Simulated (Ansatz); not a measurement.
# Hypothetical I4_132 P, response to strain

The reference is P (space group I4_132, No. 214; a = 6.041 Å; a hypothetical phase, not in the database extracts checked; relaxed with 0.1 eV smearing). Axes: x, y, z lie along the cube axes.

Strains are applied to the cell and any free atomic positions relax; under stress the whole cell relaxes.

All numbers come from PBEsol (Ansatz, a quantum-chemistry and plane-wave program), no spin-orbit coupling.

Notes on the quantities. energy relative to the base: free energy F.

```csv
case,energy relative to the base,space group,volume per atom
base,0 meV/atom,I4_132 (No. 214),27.56 Å³
isotropic strain −5.48 %,+133 meV/atom,I4_132 (No. 214),23.28 Å³
uniaxial strain ε_xx = −0.40 %,+0.1 meV/atom,I4_122 (No. 98),27.45 Å³
"uniaxial stress, 1 GPa tension along x",-0.662 eV/atom,P4/mmm (No. 123),14.23 Å³
"uniaxial stress, 0.5 GPa compression along z",+6.7 meV/atom,I4_122 (No. 98),26.61 Å³
```

Beyond what the load breaks, stability against distortions was not tested. Under uniaxial stress, 1 GPa tension along x the cell changed shape so far that it is another structure.
